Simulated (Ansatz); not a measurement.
The structure below was relaxed with PBEsol (Ansatz, a quantum-chemistry and plane-wave program), spin-orbit coupling left out.

Space group Pm-3m (No. 221); a = b = c = 4.216 Å, α = β = γ = 90.00°

```tsv
atom	site	symmetry	x	y	z
Pb	1a	m-3m	0.0000	0.0000	0.0000
Tl	1b	m-3m	0.5000	0.5000	0.5000
O	3c	4/mm.m	0.0000	0.5000	0.5000
```

Problem. Write out a cell with all atoms.

Solution. 
```
TlPbO3
1.0
    4.21552     0.00000     0.00000
    0.00000     4.21552     0.00000
    0.00000     0.00000     4.21552
Pb Tl O
1 1 3
Cartesian
  0.00000   0.00000   0.00000
  2.10776   2.10776   2.10776
  0.00000   2.10776   2.10776
  2.10776   2.10776   0.00000
  2.10776   0.00000   2.10776
```
This is the conventional cell.

No phonon test of stability was made. All final runs are without spin polarisation. An odd electron count without spin: TlPbO3. The cell was made from PbTiO3 by this change: Ti → Tl; the result is a hypothetical phase, not in the database extracts checked. Many cubic perovskites are stable only at high temperature; tilts and polar distortions were not tested.
